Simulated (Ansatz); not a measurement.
Take Ti in the hcp (Mg type) structure (space group P6_3/mmc, No. 194; a = 2.940 Å, c = 4.654 Å; relaxed with 0.1 eV smearing) as the base. Axes: x lies along a and z along c of the hexagonal cell.

The values are results of Ansatz (an electronic-structure program) PBE, no spin-orbit coupling, not measurements.

Strains are applied to the cell and any free atomic positions relax; under biaxial strain the out-of-plane vector relaxes too.

One change was made to it. Results:

The pressure (mean of the normal stresses, compression positive) goes from zero to -2.4 GPa; the shortest interatomic distance drops by 0.009 Å to 2.871 Å; the band gap stays zero.

Question: Name the change that was made.
A) biaxial strain +2.00 %, plane normal [001], relaxed out of plane
B) biaxial strain −1.00 %, plane normal [001], relaxed out of plane
C) biaxial strain +0.50 %, plane normal [001], relaxed out of plane
D) biaxial strain +3.00 %, plane normal [001], relaxed out of plane

Answer: A, biaxial strain +2.00 %, plane normal [001], relaxed out of plane. For comparison, the pressure in the other runs: biaxial strain +0.50 %, plane normal [001], relaxed out of plane gives -0.6 GPa; biaxial strain +3.00 %, plane normal [001], relaxed out of plane gives -3.5 GPa; biaxial strain −1.00 %, plane normal [001], relaxed out of plane gives 1.3 GPa.

Stability against distortions was not tested. The final runs are not spin-polarised.
